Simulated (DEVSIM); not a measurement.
Structure: Si n-i-p diode, at 300 K.

| layer (left to right) | material | thickness (μm) | Nd (cm⁻³) | Na (cm⁻³) | τn (s) | τp (s) |
|---|---|---|---|---|---|---|
| 1 | Si | 0.320 | 2.5e18 | - | 5.6e-5 | 5.6e-5 |
| 2 | Si | 41.0 | - | 4.2e12 | 5.6e-5 | 5.6e-5 |
| 3 | Si | 1.10 | - | 2.4e18 | 5.6e-5 | 5.6e-5 |

Left contact: ohmic. Right contact: ohmic. Voltage is applied to the left contact. Recombination: SRH at mid-gap, radiative, Auger. Gap narrowing is on: ΔEg = 6.92 meV × (l + √(l² + 0.5)), l = ln(N/1.3e17 cm⁻³), shared equally by both band edges. Mobility is constant in doping.

Constants are typed, rounded textbook-type inputs, not results; the design itself was drawn at random and stands for no fabricated device. Values at 300 K.

```csv
parameter,Si
gap (eV),1.124
affinity (eV),4.05
permittivity,11.7
Nc (cm⁻³),2.86e19
Nv (cm⁻³),3.1e19
μn (cm²/Vs),1417
μp (cm²/Vs),470
B (cm³/s),4.7e-15
Cn (cm⁶/s),2.8e-31
Cp (cm⁶/s),9.9e-32
```

Simulated with DEVSIM: 1D drift-diffusion, Boltzmann statistics, complete ionisation; no tunnelling, impact ionisation, image-force lowering or self-heating.

The doping Nd of layer 1 was swept, all else fixed.

| doping Nd of layer 1 (cm^-3) | dark forward voltage at 100 A/cm² (V) | potential step across the device at zero bias (V) | dark forward voltage at 1 A/cm² (V) |
|---|---|---|---|
| 7.5e16 | 0.841 | 0.883 | 0.619 |
| 2.5e17 | 0.831 | 0.909 | 0.628 |
| 7.5e17 | 0.825 | 0.931 | 0.633 |
| 2.5e18 | 0.820 | 0.954 | 0.638 |
| 7.5e18 | 0.817 | 0.975 | 0.642 |

From the first row to the last the dark forward voltage at 100 A/cm² goes from 0.841 to 0.817. From the first row to the last the potential step across the device at zero bias goes from 0.883 to 0.975.
